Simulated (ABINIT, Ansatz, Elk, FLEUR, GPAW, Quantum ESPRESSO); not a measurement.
Code comparison for TiCo (Pm-3m, 2 atoms in the cell)

Self-consistent single point.

```
TiCo
1.0
    2.92310     0.00000     0.00000
    0.00000     2.92310     0.00000
    0.00000     0.00000     2.92310
Ti Co
1 1
Direct
  0.00000   0.00000   0.00000
  0.50000   0.50000   0.50000
```
Moments meant for the start (each program seeds them in its own way; μB, in the order of the atoms Ti Co): 1.0 3.0.

Shared settings, as Ansatz (a quantum-chemistry and plane-wave program) writes them: kpoints.mp_grid.grid = 4 4 4; scf.occupations.method = gaussian; scf.occupations.width = 0.272 eV. Potentials and cutoffs stand in the table.

| code | model | pressure (GPa) | size of the net moment (μB/atom) | cutoff |
|---|---|---|---|---|
| FLEUR | PBE, all-electron FLAPW (FLEUR), scalar-relativistic valence | – | 0.27 | Kmax 3.5 1/bohr |
| GPAW | PBE, GPAW PAW datasets PBE (gpaw-data 1.0.1) | 11.79 | 0.30 | 850 eV |
| Elk | PBE, all-electron FP-LAPW, Elk's shipped species files, APW+lo basis with extra local orbitals | – | 0.29 | rgkmax 8 |
| Quantum ESPRESSO | PBE, PSlibrary PAW (PBE) pseudopotentials | 11.59 | 0.30 | 60 Ry |
| Ansatz | PBE, PAW files | 11.07 | 0.30 | default |
| ABINIT | PBE, norm-conserving pseudopotentials (PseudoDojo nc-sr-05 PBE standard) | 11.19 | 0.30 | 48 Ha |

A dash marks a value that a program does not give, or that is left out as unsure.

On Ansatz's run: the moments shrank to a small part of their start, a low-spin state that need not be the lowest.

The spread over the programs that give each value: pressure within 0.72 GPa; size of the net moment within 0.03 μB/atom.

FLEUR and Elk treat all electrons, but the usual bases taken here (sphere radii, linearisation, local orbitals, empty states) were not tested for convergence, so the values are no reference for the others. Ansatz's pressure is given at a fixed set of plane waves, as the other plane-wave codes print theirs; with its correction for the finite basis it is 11.19 GPa.

On the base mesh (15 15 15) the same programs gave: Ansatz pressure 11.37 GPa; Quantum ESPRESSO pressure 11.88 GPa; ABINIT pressure 11.53 GPa; GPAW pressure 12.11 GPa.

The values differ from the base mesh's, so the mesh still matters here: the table compares the programs at equal settings.

The starting cell comes from a database of computed structures (which also holds hypothetical and non-ambient phases and stackings), without a prior relaxation at this level. Its lattice was rescaled by a random factor within 2.5 % of one.

Keys are those of Ansatz 0.2.
